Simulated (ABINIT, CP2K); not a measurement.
A CP2K input for a self-consistent single point of SnTe (Fm-3m, 2 atoms in the cell) (DFT PBE, GPW, DZVP-MOLOPT-SR-GTH basis, GTH-PBE potentials (GTH_POTENTIALS)):

```
&GLOBAL
  PROJECT calc
  RUN_TYPE ENERGY_FORCE
  PRINT_LEVEL MEDIUM
&END GLOBAL
&FORCE_EVAL
  METHOD Quickstep
  STRESS_TENSOR ANALYTICAL
  &DFT
    BASIS_SET_FILE_NAME BASIS_MOLOPT
    POTENTIAL_FILE_NAME GTH_POTENTIALS
    &QS
      METHOD GPW
      EPS_DEFAULT 1E-10
    &END QS
    &MGRID
      CUTOFF 400
      REL_CUTOFF 50
      NGRIDS 4
    &END MGRID
    &SCF
      SCF_GUESS ATOMIC
      EPS_SCF 1E-6
      MAX_SCF 100
      ADDED_MOS 4
      &DIAGONALIZATION
        ALGORITHM STANDARD
      &END DIAGONALIZATION
      &MIXING
        METHOD BROYDEN_MIXING
        ALPHA 0.2
        NBUFFER 10
      &END MIXING
      &SMEAR ON
        METHOD GAUSSIAN
        SIGMA [eV] 0.136
      &END SMEAR
    &END SCF
    &KPOINTS
      SCHEME MONKHORST-PACK 6 6 6
      GAMMA_CENTERED T
    &END KPOINTS
    &XC
      &XC_FUNCTIONAL PBE
      &END XC_FUNCTIONAL
    &END XC
    &PRINT
      &MO
        EIGENVALUES T
        OCCUPATION_NUMBERS T
        NDIGITS 8
        FILENAME mo
        &EACH
          QS_SCF 0
        &END EACH
        ADD_LAST NUMERIC
      &END MO
      &MULLIKEN ON
      &END MULLIKEN
    &END PRINT
  &END DFT
  &SUBSYS
    &CELL
      A 4.41801700 0.00000000 0.00000000
      B 2.20900900 3.82611500 0.00000000
      C 2.20900900 1.27537200 3.60729600
      PERIODIC XYZ
    &END CELL
    &COORD
      SCALED
      Sn       0.00000000     0.00000000     0.00000000
      Te       0.50000000     0.50000000     0.50000000
    &END COORD
    &KIND Sn
      BASIS_SET DZVP-MOLOPT-SR-GTH
      POTENTIAL GTH-PBE-q4
    &END KIND
    &KIND Te
      BASIS_SET DZVP-MOLOPT-SR-GTH
      POTENTIAL GTH-PBE-q6
    &END KIND
  &END SUBSYS
  &PRINT
    &FORCES ON
    &END FORCES
    &STRESS_TENSOR ON
    &END STRESS_TENSOR
  &END PRINT
&END FORCE_EVAL
```

**Question.** Give the ABINIT input for the same structure, mesh, smearing and functional.

**Answer.** This is the input that was run; spellings and numerical settings could be chosen otherwise.

```
# SnTe, PseudoDojo nc-sr-05 PBE standard
pp_dirpath "./"
pseudos "Sn.upf, Te.upf"
acell 3*1.0 Angstrom
rprim
         0.0000000000    3.1240100000    3.1240100000
         3.1240100000    0.0000000000    3.1240100000
         3.1240100000    3.1240100000    0.0000000000
natom 2
ntypat 2
znucl 50 52
typat 1 2
xred
         0.0000000000    0.0000000000    0.0000000000
         0.5000000000    0.5000000000    0.5000000000
ecut 41 Ha
occopt 7
tsmear 0.00499791
nband 21
kptopt 1
ngkpt 6 6 6
nshiftk 1
shiftk 0 0 0
nstep 80
toldfe 1.0e-09
prtwf 0
prtden 0
prtvol 1
```

Basis settings and potentials, where a program has them, do not carry over. This input uses DFT, PBE, plane waves, norm-conserving pseudopotentials (PseudoDojo nc-sr-05 PBE standard). Both were run: pressure 4.57 GPa in CP2K and 3.59 in ABINIT.

On CP2K: the starting cell comes from a database of computed structures (which also holds hypothetical and non-ambient phases and stackings), without a prior relaxation at this level. Its lattice was rescaled by a random factor within 2.5 % of one. Values carry the incompleteness of an atom-centred basis. With a pressure of about 5 GPa the cell is away from its equilibrium volume at this level. The run gives no clean gap (levels at the Fermi energy touch, overlap or are partly filled at this smearing), which alone does not show that the compound is a metal.

On ABINIT: the starting cell comes from a database of computed structures (which also holds hypothetical and non-ambient phases and stackings), without a prior relaxation at this level. Its lattice was rescaled by a random factor within 2.5 % of one. With a pressure of about 4 GPa the cell is away from its equilibrium volume at this level. The run gives no clean gap (levels at the Fermi energy touch, overlap or are partly filled at this smearing), which alone does not show that the compound is a metal.
